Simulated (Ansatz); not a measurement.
# A computed series for hypothetical CsCl type SiGe: response to strain

The reference is SiGe in the CsCl type structure (space group Pm-3m, No. 221; a = 3.245 Å; a hypothetical phase, not in the database extracts checked; relaxed with 0.1 eV smearing). Axes: x, y, z lie along the cube axes.

Strains are applied to the cell and any free atomic positions relax; under biaxial strain the out-of-plane vector relaxes too.

The values are results of PBE (Ansatz, an electronic-structure program; PAW; 420 eV plane waves; without spin-orbit coupling), not measurements.

Candidates:
(a) biaxial strain +1.31 %, plane normal [111], relaxed out of plane
(b) isotropic strain +1.79 %
(c) uniaxial strain ε_xx = +2.97 %

Notes on the quantities. energy relative to the base: free energy F.

Order them by energy relative to the base, highest first.

(b) isotropic strain +1.79 % (+11 meV/atom), (c) uniaxial strain ε_xx = +2.97 % (+2.1 meV/atom), (a) biaxial strain +1.31 %, plane normal [111], relaxed out of plane (+1.1 meV/atom)

Stability against distortions was not tested. The final runs are not spin-polarised.
